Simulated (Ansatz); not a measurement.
WRu₃ (P6₃/mmc, No. 194, 8 atoms in the cell; start mp-862655), treated with r²SCAN in Ansatz (plane waves, PAW).

Numerical settings: plane-wave cutoff 560 eV, 12×12×14 k mesh (along the axes of the cell as run), Fermi–Dirac smearing 0.05 eV, no spin polarisation, scalar-relativistic PAW data made under PBE.

Cell (relaxed at this level):

```yaml
crystal:
  lattice:
    - [5.46964, 0.00000, 0.00000]
    - [-2.73482, 4.73685, 0.00000]
    - [0.00000, 0.00000, 4.33801]
  atoms:
    - { symbol: Ru, position: [0.16668, 0.33335, 0.25000] }
    - { symbol: Ru, position: [0.83332, 0.66665, 0.75000] }
    - { symbol: Ru, position: [0.83332, 0.16668, 0.75000] }
    - { symbol: Ru, position: [0.16668, 0.83332, 0.25000] }
    - { symbol: Ru, position: [0.66665, 0.83332, 0.25000] }
    - { symbol: Ru, position: [0.33335, 0.16668, 0.75000] }
    - { symbol: W, position: [0.33333, 0.66667, 0.75000] }
    - { symbol: W, position: [0.66667, 0.33333, 0.25000] }
```

**Question.** Estimate the bulk modulus B0 that the calculation returns.

**Answer.** 
bulk modulus B0: 333 GPa

Note: the run has no spin polarisation, so it can have missed a magnetic state; the bulk modulus is −V dP/dV from two relaxed cells at ±2 % in volume; the relaxation could not lower the start's symmetry, so the cell can be a saddle point above a distorted one.

Spin–orbit coupling is not included.

Computed values are for the static lattice.

Computing time: roughly 6 core-minutes.

A start named mp-… is a Materials Project structure, which need not be a measured phase.

Ansatz is a quantum-chemistry and plane-wave program.
